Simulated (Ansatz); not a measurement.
Consider a 16-atom cell of (Ru,Rh) started in the hexagonal close-packed structure, site fractions Ru 0.500, Rh 0.500, short-range order 0.00 among the nearest mixed sites of the first mixed sublattice (0 is random, a negative value favours unlike neighbours), space group Cc at the end. Its start:

```
CELL_PARAMETERS angstrom
     -0.00153    -4.73927    -4.35065
     -0.00153     4.73927    -4.35065
      5.47381     0.00000     4.35255
ATOMIC_POSITIONS crystal
  Rh 0.58776 0.42052 0.24810
  Ru 0.21196 0.54510 0.00127
  Rh 0.70546 0.03923 0.99775
  Ru 0.33489 0.17091 0.74934
  Rh 0.45582 0.78979 0.49960
  Ru 0.96276 0.29459 0.50119
  Ru 0.07524 0.90947 0.25250
  Rh 0.83234 0.66415 0.75024
  Rh 0.53923 0.20546 0.49775
  Rh 0.16415 0.33234 0.25024
  Ru 0.67091 0.83489 0.24934
  Rh 0.28979 0.95582 0.99960
  Ru 0.40947 0.57524 0.75250
  Rh 0.92052 0.08776 0.74810
  Ru 0.04510 0.71196 0.50127
  Ru 0.79459 0.46276 0.00119
```

Computed with r2SCAN (plane waves to 500 eV, PAW; Ansatz, a program for electronic structure). Spin–orbit coupling is left out; the runs are not spin-polarised. Its k-point mesh 6×6×6, Fermi–Dirac width 0.05 eV.

**Question.** Predict the alloy's volume and bond lengths.

**Answer.** volume per atom: 13.61 Å³
Rh–Ru bonds (within 1.22 times the sum of covalent radii): 2.680 Å on average, from 2.618 to 2.737 (48)
Rh–Rh bonds (within 1.22 times the sum of covalent radii): 2.699 Å on average, from 2.647 to 2.740 (24)
Ru–Ru bonds (within 1.22 times the sum of covalent radii): 2.664 Å on average, from 2.605 to 2.724 (24)
